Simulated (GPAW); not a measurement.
# GPAW run on Ni (Fm-3m, 1 atom in the cell): self-consistent single point

Level of theory: PBEsol, GPAW PAW datasets PBEsol (made by gpaw-setup) (plane waves; GPAW).

This input was run:

```python
from ase import Atoms
from ase.units import GPa
from gpaw import GPAW

atoms = Atoms(['Ni'],
              cell=[[0.000000, 1.737575, 1.737575],
                    [1.737575, 0.000000, 1.737575],
                    [1.737575, 1.737575, 0.000000]],
              positions=[[0.000000, 0.000000, 0.000000]],
              pbc=True)

atoms.set_initial_magnetic_moments([2.0])

calc = GPAW(spinpol=True,
            mode={'name': 'pw', 'ecut': 850},
            xc='PBEsol',
            kpts=(11, 11, 11),
            occupations={'name': 'methfessel-paxton', 'width': 0.1, 'order': 0},
            nbands=-9,
            convergence={'forces': 0.001},
            symmetry={'symmorphic': False, 'tolerance': 0.0005},
            maxiter=120,
            txt='-')

atoms.calc = calc

energy = atoms.get_potential_energy()
print('Energy (eV):', round(energy, 6))
forces = atoms.get_forces()
print('Forces (eV/Ang):')
print(forces.round(5))
stress = atoms.get_stress()
print('Stress (GPa, Voigt):', (stress / GPa).round(4))
```

Log, with long lists cut:

```
Input parameters:
  convergence: {forces: 0.001}
  kpts: [11 11 11]
  maxiter: 120
  mode: {ecut: 850,
         name: pw}
  nbands: -9
  occupations: {name: methfessel-paxton,
                order: 0,
                width: 0.1}
  spinpol: True
  symmetry: {symmorphic: False,
             tolerance: 0.0005}
  xc: PBEsol

species:
  Ni:
    name: Nickel
    Z: 28.0
    valence: 16
    core: 12
    charge: 0.0
    file: Ni.PBEsol.gz

    # Using partial waves for Ni as LCAO basis

Reference energy: -41332.588830  # eV

Spin-polarized calculation.
Initial magnetic moment: 2.000000

Convergence criteria:
 Maximum [total energy] change in last 3 cyles: 0.0005 eV / valence electron
 Maximum integral of absolute [dens]ity change: 0.0001 electrons / valence electron
 Maximum integral of absolute [eigenst]ate change: 4e-08 eV^2 / valence electron
 Maximum change in the atomic [forces] across last 2 cycles: 0.001 eV/Ang OR
Maximum error relative to the maximum force is below inf
 Maximum number of scf [iter]ations: 120

Symmetries present (total): 48
Symmetries with fractional translations: 0
1331 k-points: 11 x 11 x 11 Monkhorst-Pack grid
56 k-points in the irreducible part of the Brillouin zone
       k-points in crystal coordinates                weights
   0:     0.00000000    0.00000000    0.00000000          1/1331
   1:     0.09090909    0.09090909    0.00000000          6/1331
   2:     0.09090909    0.09090909    0.09090909          8/1331
   [... 7 lines left out ...]
          ...
  55:     0.45454545    0.45454545    0.45454545          8/1331

Wave functions: Plane wave expansion
  Cutoff energy: 850.000 eV
  Number of coefficients (min, max): 576, 609
  Pulay-stress correction: 0.000000 eV/Ang^3 (de/decut=0.000000)

Occupation numbers: Methfessel-Paxton:
  width: 0.1000  # eV
  order: 0

Eigensolver

Densities:
  Coarse grid: 18*18*18 grid
  Fine grid: 36*36*36 grid
  Total Charge: 0.000000

Density mixing:
  Method: difference
  Backend: pulay
  Linear mixing parameter: 0.05
  old densities: 5
  Damping of long wavelength oscillations: 50

Hamiltonian:
  XC and Coulomb potentials evaluated on a 36*36*36 grid
  External potential:
    NoExternalPotential

XC parameters: PBEsol with 2 nearest neighbor stencil

Number of atoms: 1
Number of atomic orbitals: 12
Number of bands in calculation: 18
Number of valence electrons: 16
Bands to converge: occupied

Density initialized from atomic densities
  12 bands from LCAO basis set
  6 bands from random numbers

Atomic positions and initial magnetic moments

Positions:
   0 Ni     0.000000    0.000000    0.000000    ( 0.0000,  0.0000,  2.0000)

Unit cell:
           periodic     x           y           z      points  spacing
  1. axis:    yes    0.000000    1.737575    1.737575    18     0.1115
  2. axis:    yes    1.737575    0.000000    1.737575    18     0.1115
  3. axis:    yes    1.737575    1.737575    0.000000    18     0.1115

  Lengths:   2.457302   2.457302   2.457302
  Angles:   60.000000  60.000000  60.000000

Effective grid spacing dv^(1/3) = 0.1216

     iter     time        total  log10-change:         magmom
                         energy   eigst   dens  force
iter:   1 --:--:--    -7.553429                          +2.0016
iter:   2 --:--:--    -7.778570   -1.43  -1.90           +1.2718
iter:   3 --:--:--    -7.849940   -2.81  -1.92           +0.7765
iter:   4 --:--:--    -7.926424   -3.11  -1.93           +0.6294
iter:   5 --:--:--    -7.967230   -3.50  -1.97           +0.6333
iter:   6 --:--:--    -7.951799   -2.90  -1.99           +0.6218
iter:   7 --:--:--    -7.948460   -3.82  -2.58           +0.6037
iter:   8 --:--:--    -7.949237c  -4.22  -2.76           +0.5876
iter:   9 --:--:--    -7.949290c  -6.46  -3.65           +0.5800
iter:  10 --:--:--    -7.949307c  -6.70  -4.39c          +0.5735
iter:  11 --:--:--    -7.949308c  -7.40c -4.17c          +0.5754
iter:  12 --:--:--    -7.949307c  -8.77c -4.90c -23.01c   +0.5763

Converged after 12 iterations.

Dipole moment: (0.000000, 0.000000, 0.000000) |e|*Ang

Total magnetic moment: (0.000000, 0.000000, 0.576300)
Local magnetic moments:
   0 Ni ( 0.000000,  0.000000,  0.610215)

Energy contributions relative to reference atoms: (reference = -41332.588830)

Kinetic:         +5.384800
Potential:       -3.465618
External:        +0.000000
XC:              -9.936557
Entropy (-ST):   -0.007655
Local:           +0.071895
SIC:             +0.000000
--------------------------
Free energy:     -7.953134
Extrapolated:    -7.949307

Spin contamination: 0.043151 electrons
Showing only first 2 kpts
                      Up                     Down
 Kpt  Band  Eigenvalues  Occupancy  Eigenvalues  Occupancy
  0     6      6.31495    1.00000      6.99427    1.00000
  0     7      7.57128    1.00000      8.14944    1.00000
  0     8      7.57128    1.00000      8.14944    1.00000
  0     9     32.80040    0.00000     32.65810    0.00000

  1     6      6.44362    1.00000      7.12716    1.00000
  1     7      7.41772    1.00000      7.98623    1.00000
  1     8      7.63118    1.00000      8.21152    1.00000
  1     9     31.95946    0.00000     31.90293    0.00000

Fermi level: 8.86712

No gap
No difference between direct/indirect transitions
Energy (eV): -7.949307

Forces in eV/Ang:
  0 Ni    0.00000    0.00000   -0.00000

Stress tensor:
    -0.001972    -0.000000     0.000000
    -0.000000    -0.001972     0.000000
     0.000000     0.000000    -0.001972
Stress (GPa, Voigt): [-0.3159 -0.3159 -0.3159  0.      0.     -0.    ]
```

The run converged in 12 iterations. GPAW prints stress with tension positive.

The starting cell comes from a database of computed structures (which also holds hypothetical and non-ambient phases and stackings), without a prior relaxation at this level. With one magnetic atom in the cell only a parallel order is possible.
